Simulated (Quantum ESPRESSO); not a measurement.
A user runs Quantum ESPRESSO on LaTi2O6 (P4/mmm, 9 atoms in the cell) and asks whether the run is sound. The aim is a self-consistent single point with DFT, LDA (PZ), plane waves, GBRV 1.5 ultrasoft (LDA) pseudopotentials.

Input as run:

```fortran
&control
  calculation = 'scf'
  prefix = 'pwscf'
  outdir = './out'
  pseudo_dir = './'
  verbosity = 'high'
  tprnfor = .true.
  tstress = .true.
/
&system
  ibrav = 6
  celldm(1) = 7.25584912
  celldm(3) = 2.0975927368
  nat = 9
  ntyp = 3
  ecutwfc = 50
  ecutrho = 400
  occupations = 'smearing'
  smearing = 'marzari-vanderbilt'
  degauss = 0.0099958
/
&electrons
  conv_thr = 1.0d-1
/
ATOMIC_SPECIES
La   138.9055  la_lda_v1.uspp.F.UPF
Ti    47.8670  ti_lda_v1.4.uspp.F.UPF
O     15.9990  o_lda_v1.2.uspp.F.UPF
ATOMIC_POSITIONS angstrom
La    0.00000000    0.00000000    4.02699000
Ti    1.91981500    1.91981500    6.22379359
Ti    1.91981500    1.91981500    1.83018642
O     1.91981500    0.00000000    5.82979288
O     1.91981500    0.00000000    2.22418712
O     0.00000000    1.91981500    5.82979288
O     0.00000000    1.91981500    2.22418712
O     1.91981500    1.91981500    4.02699000
O     1.91981500    1.91981500    0.00000000
K_POINTS automatic
5 5 3  0 0 0
```

Log, with long lists cut:

```
     G-vector sticks info
     --------------------
     sticks:   dense  smooth     PW     G-vecs:    dense   smooth      PW
     Sum        1685     845    241               108317    38241    5949

     bravais-lattice index     =            6
     lattice parameter (alat)  =       7.2558  a.u.
   [... lines left out ...]
         4        O      tau(   4) = (  0.5000000  0.0000000  0.7238400  )
         5        O      tau(   5) = (  0.5000000  0.0000000  0.2761600  )
         6        O      tau(   6) = (  0.0000000  0.5000000  0.7238400  )
         7        O      tau(   7) = (  0.0000000  0.5000000  0.2761600  )
         8        O      tau(   8) = (  0.5000000  0.5000000  0.5000000  )
         9        O      tau(   9) = (  0.5000000  0.5000000  0.0000000  )

     number of k points=    12  Marzari-Vanderbilt smearing, width (Ry)=  0.0100
                       cart. coord. in units 2pi/alat
        k(    1) = (   0.0000000   0.0000000   0.0000000), wk =   0.0266667
        k(    2) = (   0.0000000   0.0000000   0.1589123), wk =   0.0533333
        k(    3) = (   0.0000000   0.2000000   0.0000000), wk =   0.1066667
   [... 9 lines left out ...]

     Dense  grid:   108317 G-vectors     FFT dimensions: (  48,  48, 100)

     Smooth grid:    38241 G-vectors     FFT dimensions: (  36,  36,  72)

     Initial potential from superposition of free atoms

     starting charge      68.9713, renormalised to      71.0000

     negative rho (up, down):  8.869E-02 0.000E+00
     Self-consistent Calculation

     iteration #  1     ecut=    50.00 Ry     beta= 0.70

---- Real-time Memory Report at c_bands before calling an iterative solver
          1002 MiB given to the printing process from OS
           120 MiB allocation reported by mallinfo(arena+hblkhd)
------------------

     negative rho (up, down):  8.431E-02 0.000E+00

     total energy              =    -534.55104121 Ry
     estimated scf accuracy    <       1.60062388 Ry

     iteration #  2     ecut=    50.00 Ry     beta= 0.70

   [... lines left out ...]
           143 MiB allocation reported by mallinfo(arena+hblkhd)
------------------

     negative rho (up, down):  4.562E-02 0.000E+00

     total energy              =    -535.53551390 Ry
     estimated scf accuracy    <       0.14966386 Ry

     iteration #  6     ecut=    50.00 Ry     beta= 0.70

---- Real-time Memory Report at c_bands before calling an iterative solver
          1076 MiB given to the printing process from OS
           144 MiB allocation reported by mallinfo(arena+hblkhd)
------------------

     negative rho (up, down):  7.443E-02 0.000E+00
     End of self-consistent calculation

     the Fermi energy is     6.9055 ev

!    total energy              =    -535.47994926 Ry
     estimated scf accuracy    <       0.06724873 Ry
     smearing contrib. (-TS)   =      -0.00043314 Ry
     internal energy E=F+TS    =    -535.47951612 Ry

     convergence has been achieved in   6 iterations

     negative rho (up, down):  7.443E-02 0.000E+00

     Forces acting on atoms (cartesian axes, Ry/au):

     atom    1 type  1   force =     0.00000000    0.00000000    0.00000000
     atom    2 type  2   force =     0.00000000    0.00000000   -0.04669685
     atom    3 type  2   force =     0.00000000    0.00000000    0.04669685
     atom    4 type  3   force =     0.00000000    0.00000000   -0.01388180
   [... lines left out ...]
     Total force =     0.071638     Total SCF correction =     0.622241
   [... lines left out ...]

     negative rho (up, down):  7.443E-02 0.000E+00
          total   stress  (Ry/bohr**3)                   (kbar)     P=     -225.29
  -0.00134668   0.00000000   0.00000000         -198.10        0.00        0.00
   0.00000000  -0.00134668   0.00000000            0.00     -198.10        0.00
   0.00000000   0.00000000  -0.00190119            0.00        0.00     -279.67

   JOB DONE.
```

Is this run sound? If not, what is wrong?

The run is not sound. The fault is a convergence threshold that is too loose. A loop that stops early leaves an energy error of second order in the density error, but errors of first order in forces and stress. To fix it, tighten the threshold. The run converged in 6 iterations without an error; against the sound input the free energy goes up by 72.6 meV/atom, the pressure goes from -10.70 to -22.53 GPa and the largest force goes from 0.249 to 1.201 eV/Å. The full log also holds: “SCF correction compared to forces is large: reduce conv_thr to get better values”.

The sound input it was made from differs as follows (other fixes are possible):
```diff
-  conv_thr = 1.0d-1
+  conv_thr = 1.0d-10
```

With that input, the run converged in 16 iterations: free energy E − TS -7286.2289 eV; Fermi level (on the code's own zero) 6.94 eV; pressure -10.70 GPa; largest force (vector length) 0.249 eV/Å (DFT, LDA (PZ), plane waves, GBRV 1.5 ultrasoft (LDA) pseudopotentials).

On the sound input: the starting cell comes from a database of computed structures (which also holds hypothetical and non-ambient phases and stackings), without a prior relaxation at this level. Spin polarisation is off; with an odd number of electrons in the cell that forces a metal, and a magnetic state may lie lower. With a pressure of about -11 GPa the cell is away from its equilibrium volume at this level.
